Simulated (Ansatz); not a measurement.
# AgCl under a change: tensor shear ε_yz = −1.31 %

Base system: AgCl in the rock salt structure (space group Fm-3m, No. 225; a = 5.4475 Å). Axes: x, y, z lie along the cube axes.

Perturbation: a pure shear with ε_yz = ε_zy = -0.0131; the atoms relax in the strained cell.

The values are results of Ansatz (a first-principles code) PBEsol, without spin-orbit coupling, not measurements. k-mesh 10×10×10 (Γ-centred); smearing 0.05 eV (Fermi–Dirac).

- Volume per atom = 20.20 Å³ (base 20.21 Å³)
- Space group = Immm (No. 71) (base Fm-3m (No. 225))
- Shortest interatomic distance = 5.147 bohr (base 5.147 bohr)
- Energy relative to the base (free energy F) = +0.2 meV/atom
- Band gap = 0.70 eV (base 0.72 eV)
- Gap character = indirect, R → Γ
- Smallest direct gap = 3.03 eV (base 3.03 eV)
- Electron mass = 0.25 mₑ (at Γ) (base 0.25 mₑ (at Γ))
- Valley order (the lowest conduction-band minima on the path, energy above the VBM, named in the base's zone) = Γ 0.70 eV; X along [100] 2.10 eV; X along [010] 2.11 eV (base Γ 0.72 eV; X along ⟨100⟩ 2.13 eV)
- Stress (xx, yy, zz, yz, xz, xy; compression positive) = (-0.01, 0.00, 0.00, 0.12, 0.00, 0.00) GPa

Cost of the whole job for the changed cell (relaxation, final SCF and bands): about 15 core-seconds (a rough figure).

Masses are band curvatures over ±0.01 Å⁻¹ around the edge. Whether these cells are dynamically stable was not tested. k-point labels follow each cell's own Brillouin zone.
